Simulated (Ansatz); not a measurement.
The reference is CdS in the wurtzite structure (space group P6_3mc, No. 186; a = 4.1244 Å, c = 6.7082 Å). Axes: x lies along a and z along c of the hexagonal cell.

Modification: uniaxial strain ε_zz = −2.40 %, all other strain components held at zero; the atoms relax in the strained cell.

Computed with PBEsol (Ansatz, an electronic-structure program), no spin-orbit coupling.

Base, band edges from the VBM (valence, conduction): K -1.70, 4.49; H -1.15, 4.31; M -0.78, 3.63; L -1.37, 3.36; A -0.40, 2.75; Γ 0.00, 1.09 eV.

### Question
Give the band edges at the high-symmetry points of the new zone, measured from its valence-band maximum.

### Answer
| point | valence edge (eV) | conduction edge (eV) |
|---|---|---|
| Γ | 0.00 | 1.17 |
| M | -0.84 | 3.65 |
| K | -1.77 | 4.58 |
| A | -0.45 | 2.76 |
| L | -1.32 | 3.43 |
| H | -1.10 | 4.46 |

The gap is 1.17 eV, direct at Γ.

Gaps are read on the SCF mesh and a high-symmetry path. No phonon test of stability was made.
